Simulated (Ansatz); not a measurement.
Cd2SnO4 (Imma, No. 74, 14 atoms in the cell; start mp-675857) was calculated with PBE0 in Ansatz (plane waves, PAW).

Settings: plane-wave cutoff 460 eV, 4×4×4 k mesh, Fermi–Dirac smearing 0.01 eV, scalar-relativistic PAW data made under PBE.

Cell (relaxed with PBEsol):

Cd2SnO4 is taken in the orthorhombic space group Imma (No. 74), Pearson symbol oI28. Conventional cell: a = 6.399 Å, b = 6.471 Å, c = 9.431 Å, α = β = γ = 90.00°. Cd1 on 4e has 4 O at 2.165–2.235 Å (tetrahedral). Cd2 on 4c sees 4 O at 2.248 Å and 2 O at 2.364 Å (octahedral). Sn on 4b is coordinated by 6 O at 2.041–2.137 Å (octahedral). O1 on 8i is surrounded by 2 Sn at 2.137 Å and 1 Cd at 2.235 Å and 1 Cd at 2.364 Å. O2 on 8h has 1 Sn at 2.041 Å and 3 Cd at 2.165–2.248 Å. (Neighbours: up to the widest gap in distance over summed covalent radii, below 1.35, at either atom; cation-cation and far metal-metal contacts left out.)
(The calculation used a cell of 14 atoms; values per cell refer to that cell.)

**Question.** Predict the band gap and smallest direct gap on the k points sampled.

**Answer.** 
* **band gap**: 2.54 eV (on the SCF k mesh)
* **smallest direct gap on the k points sampled**: 2.57 eV

Note: cell and atoms aren't relaxed at this level (pressure -0.4 GPa).

Spin–orbit coupling is not included.

The result took about 6 core-minutes (a rough figure).

A start named mp-… is a Materials Project structure, which need not be a measured phase.

Ansatz is a quantum-chemistry and plane-wave program.
